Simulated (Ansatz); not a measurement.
CdSiP2 in the chalcopyrite structure (space group I-42d, No. 122)

```cif
data_Cd2P4Si2
_chemical_formula_sum 'Cd2 Si2 P4'
_space_group_name_H-M_alt 'P 1'
_space_group_IT_number 1
_cell_length_a 6.59471
_cell_length_b 6.59471
_cell_length_c 6.59471
_cell_angle_alpha 129.328
_cell_angle_beta 129.328
_cell_angle_gamma 74.484
loop_
_space_group_symop_operation_xyz
  'x, y, z'
loop_
_atom_site_label
_atom_site_type_symbol
_atom_site_fract_x
_atom_site_fract_y
_atom_site_fract_z
_atom_site_occupancy
Cd1 Cd 0.75000 0.25000 0.50000 1
Cd2 Cd 0.00000 0.00000 0.00000 1
Si1 Si 0.25000 0.75000 0.50000 1
Si2 Si 0.50000 0.50000 0.00000 1
P1 P 0.16768 0.12500 0.54268 1
P2 P 0.58232 0.62500 0.45732 1
P3 P 0.37500 0.83232 0.95732 1
P4 P 0.87500 0.41768 0.04268 1
```

The values are results of PBEsol/PAW in Ansatz (a quantum-chemistry and plane-wave program), no spin-orbit coupling, not measurements. k-mesh 8×8×8 (Γ-centred); smearing 0.05 eV (Fermi–Dirac).

- Volume per atom: 20.91 Å³
- Density: 4.02 g/cm³
- Band gap: 1.24 eV, direct at Γ
- Electron mass: 0.72 mₑ along c, 0.27 mₑ across
- Hole mass: 0.14 mₑ along c, 0.42 mₑ across
- Total energy: -2571.620 eV/atom (σ→0; compares only within this code and set-up)

Effective masses come from finite differences of ±0.01 Å⁻¹. Stability against distortions was not tested.
